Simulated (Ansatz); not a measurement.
Start from Al$_{2}$O$_{3}$ in the corundum structure (space group R-3c, No. 167; a = 4.774 Å, c = 13.015 Å (hexagonal axes)). Axes: x lies along a and z along c of the hexagonal cell.

The values are results of PBEsol (Ansatz, a first-principles code, PAW, no spin-orbit coupling), not measurements.

Modification: tensile biaxial strain of 0.75 % in the plane normal to [001], as in epitaxy on a mismatched substrate; the out-of-plane cell vector and the atoms relax.

Task: How does this affect the out-of-plane strain?

Result: The out-of-plane strain is -0.37 %.

Task: How does this affect the in-plane stress?

Result: The mean in-plane stress (compression positive) is -4.1 GPa.

Whether these cells are dynamically stable was not tested.
